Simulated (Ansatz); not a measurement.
CoSi2 (R-3m): band-structure transport figures

Given:

```
CoSi2
1.0
   -0.00828     2.65051     2.65051
    2.65051    -0.00828     2.65051
    2.65051     2.65051    -0.00828
Co Si
1 2
Cartesian
  0.00000   0.00000   0.00000
  3.96728   3.96728   3.96728
  1.32545   1.32545   1.32545
```

Method: PBEsol, rigid bands (plane waves, PAW, scalar-relativistic; Ansatz, an electronic-structure program). Condition of this run: uniaxial stress along [111] of 1 GPa (compression positive) (the target of the relaxation). Geometry: cell and atoms relaxed with PBEsol, then loaded as said.

```json
{
  "density of states at the Fermi level": "1.01 states/(eV·cell), both spins",
  "bare Sommerfeld coefficient": "0.79 mJ/(mol of atoms·K²)",
  "drude_plasma_energy": "6.5 eV",
  "root-mean-square Fermi velocity": "7.7e5 m/s",
  "resistivity times τ": "11.7 ×10⁻²² Ω·m·s"
}
```

A metal at this level (no band gap); rigid bands, thermally averaged at 300 K, both spins. Spin-orbit coupling is left out. τ is one relaxation time for all states.

Treated as nonmagnetic (a ferromagnetic start lost its moment, other orders weren't tried): CoSi2 (R-3m).
